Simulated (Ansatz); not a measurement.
Pressure series in LiCl

Base system: LiCl in the rock salt structure (space group Fm-3m, No. 225; a = 5.150 Å).

Cell and atoms are relaxed at each pressure.

Calculations: plane-wave PAW DFT at the PBE level (Ansatz, a first-principles code, 420 eV), no spin-orbit coupling.

Candidates:
(a) pressure 10 GPa
(b) pressure −1 GPa
(c) pressure 1.5 GPa
(d) pressure 0.3 GPa
(e) pressure −2 GPa

Base values:

| Quantity | Value |
|---|---|
| Band gap | 6.26 eV |

Problem. Order them by band gap, lowest first.

Solution. (e) pressure −2 GPa (5.86 eV), (b) pressure −1 GPa (6.07 eV), (d) pressure 0.3 GPa (6.31 eV), (c) pressure 1.5 GPa (6.51 eV), (a) pressure 10 GPa (6.90 eV)

Load acts through the strain it causes; cell and atoms are relaxed under it. Stability against distortions was not tested. No other phases were tried under pressure.
